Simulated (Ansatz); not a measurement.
The starting structures come from a database of crystals and need not be the phases stable at ambient conditions.

Tunnelling through a barrier is set by its complex band structure: the current falls as exp(−2κd) with the smallest κ.

```xyz
10
Lattice="7.1742 0.0000 0.0000 0.0000 9.6462 0.0000 3.5871 4.8231 3.5871" Properties=species:S:1:pos:R:3 pbc="T T T"
Rb     7.1742     7.2347     3.5871
Rb     3.5871     7.2347     0.0000
Rb     0.0000     4.8231     0.0000
Y      0.0000     0.0000     0.0000
F      3.5871     4.8231     1.4071
F      7.1742     9.6462     2.1800
F      2.1800     0.0000     0.0000
F      4.9942     0.0000     0.0000
F      0.0000     7.4239     0.0000
F      0.0000     2.2223     0.0000
```

Space group of this cell: I4/mmm. The cell is taken as given; by r2SCAN its mean pressure is -1.4 GPa.

Transport runs along the normal of the first two printed cell vectors, the (100) plane of the conventional cell.

The gap is the functional's own. No spin-orbit coupling. Mid-gap values are interpolated on the energy grid.

Predict the band gap and the smallest decay constant κ at mid-gap from r2SCAN (Ansatz, a program for electronic structure).

Gap 5.78 eV on a 8×8×8 mesh; κ = 0.493 1/Å, at the zone centre.
